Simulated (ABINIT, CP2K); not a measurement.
A CP2K input for a self-consistent single point of K2SnHgSe4 (I-42m, 8 atoms in the cell) (DFT PBEsol, GPW, DZVP-MOLOPT-SR-GTH basis, GTH-PBE potentials (GTH_POTENTIALS)):

```
&GLOBAL
  PROJECT bulk
  RUN_TYPE ENERGY_FORCE
  PRINT_LEVEL MEDIUM
&END GLOBAL
&FORCE_EVAL
  METHOD Quickstep
  STRESS_TENSOR ANALYTICAL
  &DFT
    BASIS_SET_FILE_NAME BASIS_MOLOPT
    POTENTIAL_FILE_NAME GTH_POTENTIALS
    &QS
      METHOD GPW
      EPS_DEFAULT 1E-11
    &END QS
    &MGRID
      CUTOFF 500
      REL_CUTOFF 50
      NGRIDS 5
    &END MGRID
    &SCF
      SCF_GUESS ATOMIC
      EPS_SCF 1E-6
      MAX_SCF 100
      ADDED_MOS 10
      &DIAGONALIZATION
        ALGORITHM STANDARD
      &END DIAGONALIZATION
      &MIXING
        METHOD BROYDEN_MIXING
        ALPHA 0.2
        NBUFFER 10
        BETA 1
      &END MIXING
      &SMEAR ON
        METHOD FERMI_DIRAC
        ELECTRONIC_TEMPERATURE [K] 232.09
      &END SMEAR
    &END SCF
    &KPOINTS
      SCHEME MONKHORST-PACK 3 3 3
    &END KPOINTS
    &XC
      &XC_FUNCTIONAL
        &PBE
          PARAMETRIZATION PBESOL
        &END PBE
      &END XC_FUNCTIONAL
    &END XC
    &PRINT
      &MO
        EIGENVALUES T
        OCCUPATION_NUMBERS T
        NDIGITS 8
        FILENAME mo
        &EACH
          QS_SCF 0
        &END EACH
        ADD_LAST NUMERIC
      &END MO
      &MULLIKEN ON
      &END MULLIKEN
    &END PRINT
  &END DFT
  &SUBSYS
    &CELL
      ABC 6.72424200 6.72424271 6.72424241
      ALPHA_BETA_GAMMA 105.84139376 105.84139959 117.00377455
      PERIODIC XYZ
    &END CELL
    &COORD
      SCALED
      K        0.50000000     0.00000000     0.50000000
      K        0.00000000     0.50000000     0.50000000
      Sn       0.50000000     0.50000000     0.00000000
      Hg       0.00000000     0.00000000     0.00000000
      Se       0.90182000     0.55938000     0.00000000
      Se       0.44062000     0.44062000     0.34244000
      Se       0.55938000     0.90182000     0.00000000
      Se       0.09818000     0.09818000     0.65756000
    &END COORD
    &KIND K
      BASIS_SET DZVP-MOLOPT-SR-GTH-q9
      POTENTIAL GTH-PBE-q9
    &END KIND
    &KIND Sn
      BASIS_SET DZVP-MOLOPT-SR-GTH-q4
      POTENTIAL GTH-PBE-q4
    &END KIND
    &KIND Hg
      BASIS_SET DZVP-MOLOPT-SR-GTH-q12
      POTENTIAL GTH-PBE-q12
    &END KIND
    &KIND Se
      BASIS_SET DZVP-MOLOPT-SR-GTH-q6
      POTENTIAL GTH-PBE-q6
    &END KIND
  &END SUBSYS
  &PRINT
    &FORCES ON
    &END FORCES
    &STRESS_TENSOR ON
    &END STRESS_TENSOR
  &END PRINT
&END FORCE_EVAL
```

**Question.** Translate this input to ABINIT.

**Answer.** One input that does it (others would too):

```
# K2SnHgSe4, PseudoDojo nc-sr-04 PBEsol standard
pp_dirpath "./"
pseudos "K.upf, Sn.upf, Hg.upf, Se.upf"
acell 3*1.0 Angstrom
rprim
        -4.0541790000    4.0541790000    3.5132180000
         4.0541790000   -4.0541790000    3.5132180000
         4.0541790000    4.0541790000   -3.5132180000
natom 8
ntypat 4
znucl 19 50 80 34
typat 1 1 2 3 4 4 4 4
xred
         0.5000000000    0.0000000000    0.5000000000
         0.0000000000    0.5000000000    0.5000000000
         0.5000000000    0.5000000000    0.0000000000
         0.0000000000    0.0000000000    0.0000000000
         0.9018200000    0.5593800000    0.0000000000
         0.4406200000    0.4406200000    0.3424400000
         0.5593800000    0.9018200000    0.0000000000
         0.0981800000    0.0981800000    0.6575600000
ecut 1170 eV
occopt 3
tsmear 0.00073499
nband 72
kptopt 1
ngkpt 3 3 3
nshiftk 1
shiftk 0 0 0
nstep 60
toldfe 1.0e-09
prtwf 0
prtden 0
```

Basis settings and potentials, where a program has them, do not carry over. This input uses DFT, PBEsol, plane waves, norm-conserving pseudopotentials (PseudoDojo nc-sr-04 PBEsol standard).

The starting cell comes from a database of computed structures (which also holds hypothetical and non-ambient phases and stackings), without a prior relaxation at this level. Its lattice was rescaled by a random factor within 2.5 % of one.
